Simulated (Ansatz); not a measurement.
# Carrier properties of BN under load (space group F-43m)

Here is the system:

```
CELL_PARAMETERS angstrom
      0.00000     1.75504     1.75504
      1.75504     0.00000     1.75504
      1.75504     1.75504     0.00000
ATOMIC_POSITIONS crystal
  B  0.00000 0.00000 0.00000
  N  0.25000 0.25000 0.25000
```

These are PBE, rigid bands (plane waves, PAW, scalar-relativistic; Ansatz, an electronic-structure program) values and carry that method's errors. Condition of this run: hydrostatic pressure of 36 GPa (compression positive) (the target of the relaxation). Cell: cell and atoms relaxed with PBEsol, then loaded as said.

| Quantity | Result |
|---|---|
| band gap | 4.56 eV |
| electron conductivity mass (300 K, dilute) | 0.38 mₑ |
| hole conductivity mass (300 K, dilute) | 0.69 mₑ |
| effective density of states N_c (300 K) | 2.1e19 cm⁻³ |
| effective density of states N_v (300 K) | 8.5e19 cm⁻³ |
| density-of-states mass, electrons | 0.90 mₑ |
| density-of-states mass, holes | 2.3 mₑ |
| Seebeck coefficient, n-type 1e19 cm⁻³, 300 K | -282 μV/K |
| best n-type power factor at 300 K for τ = 10 fs (best axis; densities from 1e16 to 1e21 cm⁻³ tried, whether or not they can be reached) | 9.0 μW/(cm·K²) at 1e20 cm⁻³ |
| Seebeck coefficient, p-type 1e19 cm⁻³, 300 K | 396 μV/K |
| best p-type power factor at 300 K for τ = 10 fs (best axis; densities from 1e16 to 1e21 cm⁻³ tried, whether or not they can be reached) | 19.3 μW/(cm·K²) at 3e20 cm⁻³ |

Rigid bands; masses and Seebeck coefficients take one relaxation time τ for all states and one kind of carrier; polarons and phonon drag are left out. Spin-orbit coupling is left out. Geometry: cell and atoms relaxed with PBEsol.
